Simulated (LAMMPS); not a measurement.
Ni (fcc) at 1730 K and zero pressure, started from the melt, with several potentials, in cells of their own sizes.

Interatomic potentials used:
- EAM-type CuNi.eam.alloy: classical MD, pair style eam/alloy, file CuNi.eam.alloy (LAMMPS); Onat and Durukanoglu, J Phys Cond Matt, 26, 035404 (2014)
- EAM-type Ni.adp: classical MD, pair style adp, file Ni.adp (LAMMPS); Mishin et al, Acta Mater, 53, 4029 (2005)
- EAM-type NiAlH_jea.eam.alloy: classical MD, pair style eam/alloy, file NiAlH_jea.eam.alloy (LAMMPS); Moody and Baskes, Modell Sim Mater Sci Eng, 3, 289-307 (1995)
- EAM-type smf7: classical MD, pair style eam, the elements' _smf7.eam files (smf7) (LAMMPS); Foiles, Phys Rev B 32, 7685 (1985)
- EAM-type universal-3 set of Foiles, Baskes and Daw: classical MD, pair style eam, the elements' _u3.eam files (universal-3 set of Foiles, Baskes and Daw) (LAMMPS); Foiles et al, Phys Rev B, 33, 7983 (1986)
- MEAM MoCoNiVFeAlCr_2nn.meam: classical MD, pair style meam, file MoCoNiVFeAlCr_2nn.meam (LAMMPS); Wang, J., Kwon, H., Kim, H.S. et al. A neural network model for high entropy alloy design. npj Comput Mater 9, 60 (2023).
- MEAM Ni.meam: classical MD, pair style meam, file Ni.meam (LAMMPS)
- MEAM library.meam-Ni: classical MD, pair style meam, file library.meam (library.meam-Ni) (LAMMPS); Baskes, Phys Rev B, 46, 2727-2742 (1992)
- SNAP Ni_Zuo_JPCA2020.quadratic.snap: MD with a machine-learned potential, pair style snap, file Ni_Zuo_JPCA2020.quadratic.snap (LAMMPS); Y. Zuo, C. Chen, X, Li, Z. Deng, Y. Chen, J. Behler, G. Csányi, A. V. Shapeev, A. P. Thompson, M. A. Wood, S. P. Ong, "Performance and Cost Assessment of Machine Learning Interatomic Potentials" J. Phys. Chem. A 124, 4, 731-745 (2020)
- SNAP Ni_Zuo_JPCA2020.snap: MD with a machine-learned potential, pair style snap, file Ni_Zuo_JPCA2020.snap (LAMMPS); Y. Zuo, C. Chen, X, Li, Z. Deng, Y. Chen, J. Behler, G. Csányi, A. V. Shapeev, A. P. Thompson, M. A. Wood, S. P. Ong, "Performance and Cost Assessment of Machine Learning Interatomic Potentials" J. Phys. Chem. A 124, 4, 731-745 (2020)

```tsv
potential	state	volume	first peak of g(r)	coordination number	self-diffusion coefficient of Ni (not corrected for cell size)	viscosity	mean phonon frequency	rough cost (ms per atom and simulated ps)
EAM-type CuNi.eam.alloy	liquid	12.636 ± 0.001 Å³/atom	2.42 Å, height 2.7	12.9 (counted to 3.42 Å)	(4.82 ± 0.07) × 10^-5 cm²/s	-	5.0 THz	0.3 to 1
EAM-type Ni.adp	liquid	12.265 ± 0.003 Å³/atom	2.47 Å, height 2.8	12.8 (counted to 3.38 Å)	(2.77 ± 0.06) × 10^-5 cm²/s	4.1 ± 0.5 mPa s	5.1 THz	1 to 3
EAM-type NiAlH_jea.eam.alloy	liquid	12.7750 ± 0.0006 Å³/atom	2.45 Å, height 2.6	12.9 (counted to 3.42 Å)	(4.86 ± 0.07) × 10^-5 cm²/s	-	4.8 THz	1 to 3
EAM-type smf7	liquid	12.654 ± 0.001 Å³/atom	2.45 Å, height 2.9	13.0 (counted to 3.42 Å)	(3.04 ± 0.02) × 10^-5 cm²/s	5.9 ± 0.9 mPa s	5.5 THz	0.3 to 1
EAM-type universal-3 set of Foiles, Baskes and Daw	liquid	12.848 ± 0.003 Å³/atom	2.45 Å, height 2.9	13.1 (counted to 3.46 Å)	(3.59 ± 0.02) × 10^-5 cm²/s	-	5.3 THz	0.3 to 1
MEAM MoCoNiVFeAlCr_2nn.meam	liquid	12.669 ± 0.005 Å³/atom	2.44 Å, height 3.0	11.8 (counted to 3.26 Å)	(2.68 ± 0.06) × 10^-5 cm²/s	4.4 ± 0.4 mPa s	5.6 THz	3 to 10
MEAM Ni.meam	liquid	12.740 ± 0.009 Å³/atom	2.46 Å, height 3.2	10.6 (counted to 3.14 Å)	(2.35 ± 0.07) × 10^-5 cm²/s	7.2 ± 0.5 mPa s	7.0 THz	3 to 10
MEAM library.meam-Ni	liquid	12.478 ± 0.008 Å³/atom	2.47 Å, height 3.3	10.2 (counted to 3.02 Å)	(9.0 ± 0.2) × 10^-6 cm²/s	14 ± 4 mPa s	7.8 THz	1 to 3
SNAP Ni_Zuo_JPCA2020.quadratic.snap	liquid	12.365 ± 0.008 Å³/atom	2.42 Å, height 2.8	12.6 (counted to 3.34 Å)	(3.43 ± 0.08) × 10^-5 cm²/s	4.3 ± 0.6 mPa s	5.0 THz	30 to 100
SNAP Ni_Zuo_JPCA2020.snap	liquid	11.949 ± 0.005 Å³/atom	2.40 Å, height 3.0	12.9 (counted to 3.34 Å)	(2.8 ± 0.1) × 10^-5 cm²/s	-	-	100 to 300
```

Costs are rough: whole-run CPU time with set-up and analysis, from shared machines, in bands a factor of about three wide.

Caution (row EAM-type Ni.adp): this liquid lies under the melting point of about 1800 K that EAM-type Ni.adp gives, so it is undercooled.

Caution (row EAM-type smf7): this liquid lies under the melting point of about 1810 K that EAM-type smf7 gives, so it is undercooled.

Caution (row MEAM MoCoNiVFeAlCr_2nn.meam): this liquid lies under the melting point of about 2030 K that MEAM MoCoNiVFeAlCr_2nn.meam gives, so it is undercooled.

Caution (row MEAM Ni.meam): enthalpy drifts during the constant-pressure average: a transition or slow ageing; fluctuation values are void.

Caution (rows MEAM Ni.meam; SNAP Ni_Zuo_JPCA2020.quadratic.snap; SNAP Ni_Zuo_JPCA2020.snap): a run this short can hold a crystal over, or a liquid under, the potential's own melting point, which these runs don't give.

Caution: the potential MEAM library.meam-Ni is a first-neighbour MEAM set with a 4 Å cutoff, used here without a parameter file and away from the static properties it was fitted to.

Caution (row MEAM library.meam-Ni): this liquid lies under the melting point of about 2130 K that MEAM library.meam-Ni gives, so it is undercooled.

States go by the mean squared displacement: a species diffuses where it passes 1.5 Å², still rises and gives D over 1e-6 cm²/s; a crystal has left its structure where atoms lie 0.35 Å off their sites on average or a cubic box changes its shape by 3 %, or the axial ratios of another lie 8 % off the starting cell's, which the potential's own relaxation can also do.

Errors of D are the spread over four groups of atoms in one short run; a floor of about 5 %, a picked value, is safer.

The ± values are statistical; the model's systematic error is not in them.
